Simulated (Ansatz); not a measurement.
CsCl-type CoGa was calculated with RPBE (PAW; Ansatz, a program for electronic structure).

Settings: plane-wave cutoff 520 eV, 20×20×20 k mesh, Fermi–Dirac smearing 0.05 eV, no spin polarisation, scalar-relativistic PAW data made under PBE.

Energies at three volumes about the minimum:

```tsv
V (Å³/atom)	E − E_lowest (meV/atom)
12.033	2.59
12.278	0.00
12.524	2.41
```

Problem. Fit a parabola by hand: where is the minimum, what lattice constant follows, and what is the bulk modulus?

Solution. Slopes: (0.00 − 2.59)/(12.278 − 12.033) = -10.571 and (2.41 − 0.00)/(12.524 − 12.278) = 9.797 meV/Å³. Curvature E″ = 2 × (9.797 − (-10.571))/(12.524 − 12.033) = 82.965 meV/Å⁶. From the middle of the first interval, the slope vanishes at V0 = 12.1555 − (-10.571)/82.965 = 12.283 Å³/atom. B = V0 E″ = 12.283 × 82.965 meV/Å³ × 0.1602 GPa per meV/Å³ = 163 GPa. With 2 atoms in the cube, a = (2 × 12.283)^(1/3) = 2.907 Å. The full Birch–Murnaghan fit to all volumes gives V0 = 12.278 Å³/atom and B0 = 163 GPa.

Measured, for comparison: lattice constant a 2.878 Å (temperature not stated, copied from a table, unchecked, not corrected to a static lattice; as tabulated in Monatshefte fuer Chemie und verwandte Teile anderer Wissenschaften 123, 509 (1992)).
